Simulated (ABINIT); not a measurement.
# Parameter sweep on Sr₃Mg (Pm-3m, 4 atoms in the cell)

```
CELL_PARAMETERS angstrom
      5.65022     0.00000     0.00000
      0.00000     5.65022     0.00000
      0.00000     0.00000     5.65022
ATOMIC_POSITIONS crystal
  Sr 0.50000 0.50000 0.00000
  Sr 0.00000 0.50000 0.50000
  Sr 0.50000 0.00000 0.50000
  Mg 0.00000 0.00000 0.00000
```

Base run A: LDA (PW92), norm-conserving pseudopotentials (PseudoDojo nc-sr-04 LDA standard) in ABINIT 10.0.3, self-consistent single point.

Its settings: pseudos = [Sr.upf, Mg.upf]; ecut = 42 Ha; ixc = 7; occopt = 6; tsmear = 0.00183747 Ha; ngkpt = 3 3 3; nshiftk = 1; shiftk = 0 0 0; potentials = PseudoDojo nc-sr-04 LDA standard; nband = 27; kptopt = 1; nstep = 80; tolvrs = 1e-12.

The starting cell comes from a database of computed structures (which also holds hypothetical and non-ambient phases and stackings), without a prior relaxation at this level. Without a gap this mesh is coarse (it stands for a supercell whose shortest vector is 17 Å).

ΔF is the free energy per atom less that of run A. 

```json
[
 {"run": "A", "ecutsm": "default", "ΔF (meV/atom)": "0.00", "pressure (GPa)": "-1.45"},
 {"run": "B", "ecutsm": "0.1 Ha", "ΔF (meV/atom)": "0.00", "pressure (GPa)": "-1.45"},
 {"run": "C", "ecutsm": "0.25 Ha", "ΔF (meV/atom)": "0.01", "pressure (GPa)": "-1.45"},
 {"run": "D", "ecutsm": "0.5 Ha", "ΔF (meV/atom)": "0.01", "pressure (GPa)": "-1.45"},
 {"run": "E", "ecutsm": "1 Ha", "ΔF (meV/atom)": "0.03", "pressure (GPa)": "-1.45"}
]
```

Run C against A: The free energy is nearly the same (within 1 meV/atom) and the pressure stays at -1.45 GPa.
